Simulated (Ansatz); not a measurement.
Base system: Sn in the diamond structure (space group Fd-3m, No. 227; relaxed with 0.1 eV smearing).

```
CELL_PARAMETERS angstrom
      0.00000     3.27009     3.27009
      3.27009     0.00000     3.27009
      3.27009     3.27009     0.00000
ATOMIC_POSITIONS crystal
  Sn 0.00000 0.00000 0.00000
  Sn 0.25000 0.25000 0.25000
```

Cartesian axes are those of the cell as printed.

Calculations: Kohn–Sham DFT with the PBEsol functional, run in Ansatz (a first-principles code) with PAW and 420 eV plane waves, no SOC.

Base values:

The band gap is zero.

Now apply this change: tensile biaxial strain of 0.50 % in the plane normal to [001], as in epitaxy on a mismatched substrate; the out-of-plane cell vector and the atoms relax.

**Question.** Predict the new out-of-plane strain.

**Answer.** The out-of-plane strain is -0.51 %.

**Question.** What happens to the in-plane stress?

**Answer.** The mean in-plane stress (compression positive) comes out as -0.3 GPa.

**Question.** How does this affect the band gap?

**Answer.** The band gap stays zero.

No phonon test of stability was made.
